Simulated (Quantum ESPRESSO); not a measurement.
Quantum ESPRESSO 7.5, DFT, PBE, plane waves, PseudoDojo 0.5 standard norm-conserving PBE (local tails restored to the Coulomb form): diamond-structure Si, 2 atoms. Basis and mesh were picked for this test and aren't claimed converged.

| Item | Value |
|---|---|
| cell | 3.84, 3.84, 3.84 Å; 60, 60, 60° |
| task | scf |
| ecutwfc | 36 Ry |
| ecutrho | 144 Ry |
| occupations | fixed |
| conv_thr | 2e-09 Ry |
| tprnfor | true |
| tstress | false |
| k-point pools (-nk) | 8 |
| diagonalization | david (default) |
| mixing_mode | plain (default) |
| mixing_beta | 0.7 (default) |
| mixing_ndim | 8 (default) |
| k-points computed (base settings) | 47 |
| bands (base settings) | 4 |
| electrons (base settings) | 8 |
| G-vectors of the density (base settings) | 7823 |
| FFT grid (base settings) | 32×32×32 |
| symmetry operations (base settings) | 48 |

It runs on a single node (AMD EPYC (Zen 5), 96 cores on 1 socket, no SMT, 12 L3 cache groups; 94 cores' worth of CPU time may be used).

Each time is the median wall time of two to five repeats, run one at a time on the otherwise empty machine; start-up is included. Processes are pinned to neighbouring cores unless said otherwise. The build: conda-forge: Open MPI 5.0, OpenMP, OpenBLAS 0.3.34 (pthreads), FFTW, ScaLAPACK, ELPA; another build can shift the numbers. Scratch files lie in a memory file system.

All on 8 ranks. Base settings, kept where nothing else is said: k_points = 10×10×10, noinv = false (default), nosym = false (default). The candidates, on 8 cores each, agree within 1.0 meV/atom in energy:
A. nosym = true
B. k_points = 12×12×12
C. noinv = true
D. noinv = true, nosym = true
E. k_points = 15×15×15
F. the base settings

Which of these settings finishes first?

C and F and B, at 1.1 s to 1.2 s, level within 8 % or the scatter of repeats. At the other end D takes 4.3× as long.

| candidate | wall time | repeats | SCF iterations |
|---|---|---|---|
| C | 1.1 s | 3 runs within 1 % | 7 |
| F | 1.1 s | 3 runs within 1 % | 7 |
| B | 1.2 s | 3 runs within 1 % | 6 |
| E | 1.4 s | 3 runs within 1 % | 7 |
| A | 2.7 s | 3 runs within 1 % | 7 |
| D | 4.7 s | 3 runs within 2 % | 7 |

From the slowest to the fastest: The largest move is in FFTs of H·ψ (vloc_psi): 2.1 s to 0.21 s. Launch, exit and the like take 0.52 s of the 1.1 s.
